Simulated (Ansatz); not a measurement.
Defect: Ag-vacancy pair (Ag on one host W site, one W site vacant) in bcc W, neutral cell. These are PBE, PAW (plane waves to 420 eV; Ansatz, a first-principles code) values and carry that method's errors.

36-site cell at the relaxed PBE lattice, a 2×2×3 k-point mesh shifted by half a step, smearing 0.10 eV, spin-restricted, no finite-size correction. Energies are static. Spin-orbit coupling is left out. Forms of the defect that were not tried may lie lower.

Barriers: single points on a 3×3×5 k-point mesh shifted by half a step at the bands' geometries.

The step: Ag and the vacancy change places (Ag-vacancy distance between ideal sites 2.76 Å throughout). Atoms about the jump, Cartesian Å from the middle of the jump, before and after:

```
atom     x0     y0     z0     x1     y1     z1
----  -----  -----  -----  -----  -----  -----
Ag1   -0.62  -0.62  -0.62   0.62   0.62   0.62
W2    -0.78   2.36  -0.77  -0.83   2.44  -0.82
W3     2.36  -0.78  -0.77   2.44  -0.83  -0.82
W4     0.83  -2.44   0.82   0.78  -2.36   0.77
W5    -2.44   0.83   0.82  -2.36   0.78   0.77
W6     0.83   0.83  -2.47   0.79   0.79  -2.39
W7    -0.79  -0.79   2.39  -0.83  -0.83   2.47
```

Predict the transition state.


```json
[
 {"atom": "Ag1", "x": "0.00", "y": "0.00", "z": "-0.01"},
 {"atom": "W2", "x": "-0.83", "y": "2.45", "z": "-0.82"},
 {"atom": "W3", "x": "2.45", "y": "-0.83", "z": "-0.82"},
 {"atom": "W4", "x": "0.82", "y": "-2.45", "z": "0.80"},
 {"atom": "W5", "x": "-2.46", "y": "0.82", "z": "0.80"},
 {"atom": "W6", "x": "0.82", "y": "0.82", "z": "-2.49"},
 {"atom": "W7", "x": "-0.82", "y": "-0.82", "z": "2.47"}
]
```
It lies 0.53 eV above the start and 0.53 eV above the end. The saddle point's order was not checked, and it lies on a symmetry element of the cell, where a band can be held.
